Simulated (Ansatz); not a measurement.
Levels about the gap of amorphous Si$_{45}$O$_{18}$N$_{48}$ (111 atoms in a cell of 1415 Å³, 2.61 g/cm³; zone centre alone, so wide bands show as single levels with stretches between that a denser mesh fills), at the geometry that PBE relaxed, where it gives 0.0 GPa on a denser mesh. The participation number counts the atoms over which a state spreads; weights are charges in smoothed Voronoi cells. The levels come from a single point, so bond lengths are those of that geometry. Method of the levels: r2SCAN, scalar-relativistic without spin-orbit coupling (Ansatz, an electronic-structure program). Sampling: the zone centre alone; Fermi-Dirac width 0.01 eV; collinear spin, started from moments on atoms (the moments died out). At PBE the levels at both edges of the gap are localised (band-tail or defect states), and the nearest spread-out levels lie 2.8 eV apart at the zone centre.

Preparation: random packing, a CHGNet melt and quench, and a DFT relaxation. O and N atoms were pushed apart under 1.9 Å during the dynamics, to hinder bonds among them. The hot cell started wider than the set density and was brought back towards it in steps. It is the lowest in DFT energy of 2 quenches. It is a model cell: composition and starting density were chosen by hand, and all elements were melted together. No dispersion term was used. Its density started from a set value of 2.60 and ended at 2.61 g/cm³. The simulated quench (nominally 130 K/ps over its main leg) is rapid and tends to freeze in more defects than a deposited or slowly cooled glass has. A cell of this size samples the disorder only roughly. Volume and shape were free in the relaxation.

```
E - E(highest filled), eV  filling  spin  participation number        largest on  weight N  weight Si  weight O
-------------------------  -------  ----  --------------------  ----------------  --------  ---------  --------
-0.75                       filled    dn                   8.8   N, 2 neighbours      0.87       0.10      0.04
-0.37                       filled    up                   4.4   N, 2 neighbours      0.84       0.12      0.04
-0.37                       filled    dn                   4.4   N, 2 neighbours      0.84       0.12      0.04
-0.21                       filled    up                   3.8   N, 2 neighbours      0.83       0.12      0.05
-0.21                       filled    dn                   3.8   N, 2 neighbours      0.83       0.12      0.05
0.00                        filled    up                   3.6   N, 2 neighbours      0.85       0.12      0.03
0.00                        filled    dn                   3.6   N, 2 neighbours      0.85       0.12      0.03
1.61                         empty    up                   3.7  Si, 3 neighbours      0.25       0.59      0.16
1.61                         empty    dn                   3.7  Si, 3 neighbours      0.25       0.59      0.16
2.42                         empty    up                  19.7  Si, 4 neighbours      0.37       0.52      0.12
2.42                         empty    dn                  19.7  Si, 4 neighbours      0.37       0.52      0.12
2.99                         empty    up                  22.0  Si, 4 neighbours      0.36       0.53      0.12
2.99                         empty    dn                  22.0  Si, 4 neighbours      0.36       0.53      0.12
3.19                         empty    up                  27.1  Si, 3 neighbours      0.34       0.56      0.10
```

Most localised among these is the filled level at -0.00 eV, on a N atom, which has 2 neighbours (Si 1.64 Å, Si 1.68 Å).
